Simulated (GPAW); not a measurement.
Input and output of a self-consistent single point for Si2W (I4/mmm, 3 atoms in the cell) (GPAW).

Method of the run: PBEsol, GPAW PAW datasets PBEsol (made by gpaw-setup) (plane waves; GPAW).

```
CELL_PARAMETERS angstrom
     -1.57297     1.57297     3.81755
      1.57297    -1.57297     3.81755
      1.57297     1.57297    -3.81755
ATOMIC_POSITIONS crystal
  Si 0.33499 0.33499 0.00000
  Si 0.66501 0.66501 0.00000
  W  0.00000 0.00000 0.00000
```

Reference input (self-consistent single point, DFT PBE, plane waves, GPAW PAW datasets PBE (gpaw-data 1.0.1)): mode = pw; ecut = 600 eV; xc = PBE; kpts = 15 15 15; mesh shift (steps) = 0 0 0; occupations.name = fermi-dirac; occupations.width = 0.05 eV; nbands = -9; convergence.forces = 0.001 eV/Å; symmetry.symmorphic = false; symmetry.tolerance = 0.0005; maxiter = 150. This run's input differs from it in these lines:

```diff
@@ -14,3 +14,3 @@
 calc = GPAW(mode={'name': 'pw', 'ecut': 600},
-            xc='PBE',
+            xc='PBEsol',
             kpts=(15, 15, 15),
```

Its files differ too (potentials: GPAW PAW datasets PBEsol (made by gpaw-setup)).

The program printed (abridged):

```
     iter     time        total  log10-change:
                         energy   eigst   dens  force
iter:   1 --:--:--   -25.093338
iter:   2 --:--:--   -25.125339   -1.30  -1.20
iter:   3 --:--:--   -25.177653   -1.60  -1.21
iter:   4 --:--:--   -25.165387   -3.76  -1.83
iter:   5 --:--:--   -25.094530   -2.49  -1.86
iter:   6 --:--:--   -25.097783   -4.61  -2.25
iter:   7 --:--:--   -25.090122c  -3.68  -2.27
iter:   8 --:--:--   -25.089096c  -4.46  -2.63
iter:   9 --:--:--   -25.088656c  -3.78  -2.82
iter:  10 --:--:--   -25.088223c  -4.77  -3.00
iter:  11 --:--:--   -25.088221c  -6.47  -3.81
iter:  12 --:--:--   -25.088221c  -8.13c -3.84
iter:  13 --:--:--   -25.088216c  -5.92  -3.88
iter:  14 --:--:--   -25.088215c  -7.47c -3.83
iter:  15 --:--:--   -25.088214c  -7.03  -4.05c
iter:  16 --:--:--   -25.088213c  -7.70c -4.38c
iter:  17 --:--:--   -25.088213c  -8.37c -4.76c -2.94
iter:  18 --:--:--   -25.088213c  -9.75c -5.07c -3.73c
Converged after 18 iterations.

Dipole moment: (-0.000000, -0.000000, -0.000000) |e|*Ang

Energy contributions relative to reference atoms: (reference = -454386.164594)

Kinetic:        +38.118474
Potential:      -30.728250
External:        +0.000000
XC:             -32.361199
Entropy (-ST):   -0.001977
Local:           -0.116249
SIC:             +0.000000
--------------------------
Free energy:    -25.089202
Extrapolated:   -25.088213

Showing only first 2 kpts
 Kpt  Band  Eigenvalues  Occupancy
  0     9     10.59225    2.00000
  0    10     14.26811    0.00000
  0    11     16.30757    0.00000
  0    12     16.84048    0.00000

  1     9     11.23216    2.00000
  1    10     13.49574    1.82659
  1    11     16.62755    0.00000
  1    12     16.81993    0.00000

Fermi level: 13.61347

No gap
No difference between direct/indirect transitions
Energy (eV): -25.088213

Forces in eV/Ang:
  0 Si    0.00000    0.00000   -0.27228
  1 Si    0.00000    0.00000    0.27228
  2 W    -0.00000    0.00000    0.00000

Stress tensor:
    -0.095753     0.000000     0.000000
     0.000000    -0.095753     0.000000
     0.000000     0.000000    -0.127906
Stress (GPa, Voigt): [-15.3413 -15.3413 -20.4928   0.       0.       0.    ]
```

The run converged in 18 iterations. GPAW prints stress with tension positive. Against the reference run the pressure goes from 22.93 to 17.06 GPa and the largest force goes from 0.331 to 0.272 eV/Å.

The starting cell comes from a database of computed structures (which also holds hypothetical and non-ambient phases and stackings), without a prior relaxation at this level. Its lattice was rescaled by a random factor within 2.5 % of one. Spin polarisation is off. With a pressure of about 17 GPa the cell is away from its equilibrium volume at this level.

Cost on one core of a shared machine: roughly 2 min.
